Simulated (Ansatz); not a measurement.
**Quick settings and what they miss: HfZrW4 (F-43m, 6 atoms in the cell)**

Self-consistent single point.

```yaml
crystal:
  lattice:
    - [0.00000, 3.71821, 3.71821]
    - [3.71821, 0.00000, 3.71821]
    - [3.71821, 3.71821, 0.00000]
  atoms:
    - { symbol: Zr, position: [0.00000, 0.00000, 0.00000] }
    - { symbol: Hf, position: [0.75000, 0.75000, 0.75000] }
    - { symbol: W, position: [0.37503, 0.37503, 0.37503] }
    - { symbol: W, position: [0.87491, 0.37503, 0.37503] }
    - { symbol: W, position: [0.37503, 0.37503, 0.87491] }
    - { symbol: W, position: [0.37503, 0.87491, 0.37503] }
```

Level of theory: LDA (PW92), PAW files made with PBE (plane waves; Ansatz, a program for electronic structure).

Base settings: basis.ecutwfc = 420 eV; kpoints.mp_grid.grid = 10 10 10; hamiltonian.xc = lda; hamiltonian.pseudopotentials = {kind: paw} (the program's default PAW files); scf.occupations.method = gaussian; scf.occupations.width = 0.136 eV.

Tight run (finer mesh or higher cutoff; not a proven limit): basis.ecutwfc: 420 eV → 590 eV; kpoints.mp_grid.grid: 10 10 10 → 14 14 14; scf.convergence.dr2_threshold: default (1e-07 eV) → 1e-09 eV. It gave Fermi level (on the code's own zero) 20.20 eV; pressure 7.37 GPa; largest force (vector length) 0.018 eV/Å.

Quick runs, as changes from the base:
- A: the base itself
- B: basis.ecutwfc: 420 eV → 295 eV; kpoints.mp_grid.grid: 10 10 10 → 8 8 8
- C: basis.ecutwfc: 420 eV → 250 eV; kpoints.mp_grid.grid: 10 10 10 → 1 1 1; scf.occupations.width: 0.136 eV → 0.2 eV
- D: basis.ecutwfc: 420 eV → 210 eV; kpoints.mp_grid.grid: 10 10 10 → 8 8 8; scf.convergence.dr2_threshold: default (1e-07 eV) → 0.001 eV

Energies are extrapolated to zero smearing width, which holds to low order in the width alone.

The count of work is k-points × plane waves × bands × iterations; it is no time. 

Pressures in the table are Ansatz's without its Pulay estimate, at a fixed set of plane waves; the tight run's value above holds the estimate.

The starting cell comes from a database of computed structures (which also holds hypothetical and non-ambient phases and stackings), without a prior relaxation at this level. Its lattice was rescaled by a random factor within 2.5 % of one. Spin polarisation is off. In the base run, with a pressure of about 7 GPa the cell is away from its equilibrium volume at this level.

| run | energy less tight (meV/atom) | pressure less tight (GPa) | largest miss in a force vector (eV/Å) | count of work / tight |
|---|---|---|---|---|
| A | 1.4 | -0.02 | 0.001 | 0.24 |
| B | 39.6 | -3.97 | 0.004 | 0.084 |
| C | 827.5 | -28.17 | 0.059 | 0.0024 |
| D | 1716.3 | -85.68 | 0.008 | 0.033 |

Among the runs at the tight run's level, the energy misses run from 1.4 to 1716.3 meV/atom.

Left out of this page: 2 runs of the series unsound by tests on forces, stress, charge or solver warnings.

Keys are those of Ansatz 0.2.
